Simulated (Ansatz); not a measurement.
Worked example: self-consistent single point of AgPt (P-6m2, 2 atoms in the cell) in Ansatz (a first-principles code).

Method: PBEsol, default PAW files made with PBE (plane waves; Ansatz).

The change in words: lattice scaled by 0.98. Reference geometry:
```
AgPt
1.0
    2.78305     0.00000     0.00000
   -1.39152     2.41019     0.00000
    0.00000     0.00000     4.79511
Ag Pt
1 1
Cartesian
  0.00000   0.00000   2.39756
  1.39153   0.80340   0.00000
```

Reference input (self-consistent single point, DFT, PBEsol, plane waves, default PAW files made with PBE): kpoints.mp_grid.grid = 11 11 6; hamiltonian.xc = pbesol; hamiltonian.pseudopotentials = {kind: paw} (the program's default PAW files); scf.occupations.method = gaussian; scf.occupations.width = 0.1 eV. This run's input differs from it in these lines:

```diff
@@ -3,5 +3,5 @@
   lattice:
-    - [2.783050, 0.000000, 0.000000]
-    - [-1.391525, 2.410192, 0.000000]
-    - [0.000000, 0.000000, 4.795110]
+    - [2.727389, 0.000000, 0.000000]
+    - [-1.363694, 2.361988, 0.000000]
+    - [0.000000, 0.000000, 4.699208]
   atoms:
```

The program printed (abridged):

```
SCF iter   1: F=—  HF=-19906.104390 eV  |F-HF|=—  |Δ(HF+E_count)|=         —  Δρ=8.27e-3  dr2=1.98e-2  ethr=1.77e-3  ⟨swp⟩=4.9  Hψ=5584  notcnv=0
all-band conjugate gradients solve this SCF's bands
preconditioner: auto → Kerker (q_TF=auto, 2.821 Å⁻¹)
SCF iter   2: F=—  HF=-19906.101142 eV  |F-HF|=—  |Δ(HF+E_count)|=   3.25e-3  Δρ=3.33e-3  dr2=3.04e-3  ethr=5.34e-5  ⟨swp⟩=2.4  Hψ=2632  notcnv=0
SCF iter   3: F=—  HF=-19906.100594 eV  |F-HF|=—  |Δ(HF+E_count)|=   5.48e-4  Δρ=1.12e-3  dr2=3.42e-4  ethr=8.23e-6  ⟨swp⟩=2.3  Hψ=1988  notcnv=0
SCF iter   4: F=—  HF=-19906.100535 eV  |F-HF|=—  |Δ(HF+E_count)|=   5.87e-5  Δρ=2.59e-4  dr2=5.30e-5  ethr=9.25e-7  ⟨swp⟩=2.5  Hψ=2311  notcnv=0
SCF iter   5: F=—  HF=-19906.100522 eV  |F-HF|=—  |Δ(HF+E_count)|=   1.32e-5  Δρ=1.16e-4  dr2=5.24e-6  ethr=1.43e-7  ⟨swp⟩=1.2  Hψ=1472  notcnv=0
SCF iter   6: F=—  HF=-19906.100521 eV  |F-HF|=—  |Δ(HF+E_count)|=   1.45e-6  Δρ=2.88e-5  dr2=2.18e-7  ethr=1.42e-8  ⟨swp⟩=2.4  Hψ=2284  notcnv=0
SCF iter   7: F=-19906.100521 eV  HF=-19906.100521 eV  |F-HF|=5.40e-9  |Δ(HF+E_count)|=   3.84e-8  Δρ=6.34e-6  dr2=1.17e-8  ethr=2.70e-10  ⟨swp⟩=5.7  Hψ=5577  notcnv=0
SCF 1 converged in 7 iterations: F = -19906.100521 eV  dr2 = 1.17e-8
Free energy (F): -19906.100521 eV
Internal energy: -19906.091604 eV  (E = F + TS)
E sigma→0 (E₀):  -19906.096062 eV
Entropy (-TS):   -0.008917 eV (-4.459 meV/atom)
Fermi energy:    21.210995 eV
--- Forces (eV/Å), atoms counted from 1 ---
  atom   1  Ag     0.00000000    -0.00000000    -0.00000000
  atom   2  Pt    -0.00000000     0.00000000     0.00000000
--- Stress (GPa, compression-positive) ---
        9.087854      -0.000000      -0.000000
       -0.000000       9.087854       0.000000
       -0.000000       0.000000       5.392806
  P = ⅓ Tr σ = 7.8562 GPa (78.562 kbar)
  The stress holds the Pulay correction. Without it, at fixed plane waves, as pw.x and ABINIT print it: P = 7.7952 GPa
```

The run converged in 7 iterations. Against the reference run the free energy goes up by 7.5 meV/atom and the pressure goes from -4.51 to 7.86 GPa.

The starting cell comes from a database of computed structures (which also holds hypothetical and non-ambient phases and stackings), without a prior relaxation at this level. For this run, on top of that: lattice scaled by 0.98. Spin polarisation is off. With a pressure of about 8 GPa the cell is away from its equilibrium volume at this level. Ansatz's pressure includes its estimate of the finite-basis (Pulay) stress.

Keys are those of Ansatz 0.2.
